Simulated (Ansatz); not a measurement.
F on the 1x1 (111) surface of fcc Ni, ferromagnetic, one in a 2x2 cell, energies for each (21.5 Å²). Energies are against ½ F2(g), without zero-point or thermal terms; each row is named by its start.

Computed with PBE (plane waves to 420 eV, PAW; Ansatz, a quantum-chemistry and plane-wave program).

Model: 17-atom slab, 6.0 Å thick at the start under the adsorbate (thin: gaps and levels are the slab's own), 7x7x1 mesh, Fermi-Dirac 0.1 eV, dipole correction, 8 atoms held, the rest relaxed; each run with such symmetry as its start has; spin-polarised, no spin-orbit, no U, no dispersion correction.

A negative adsorption energy means that the adsorbate is more stable on the surface than in its reference. Heights count from the host atoms within 0.3 Å of the top one.

| starting site | E_ads (eV) | height (Å) | nearest host atom (Å) | bonded to | Δ work function (eV) | lateral drift (Å) | moment (μB) |
|---|---|---|---|---|---|---|---|
| top Ni | -2.37 | 1.88 | Ni 1.80 | Ni | 1.91 | 0.0 | 10.8 |
| hollow Ni-Ni-Ni over Ni at depth 2.0 Å | -2.70 | 1.50 | Ni 2.07 | 3 Ni | 0.71 | 0.0 | 11.0 |
| hollow Ni-Ni-Ni over Ni at depth 4.0 Å | -2.81 | 1.46 | Ni 2.05 | 3 Ni | 0.62 | 0.0 | 10.9 |
| bridge Ni-Ni (span 2.5 Å) | -2.81 | 1.46 | Ni 2.05 | 3 Ni | 0.62 | 0.7 | 10.9 |
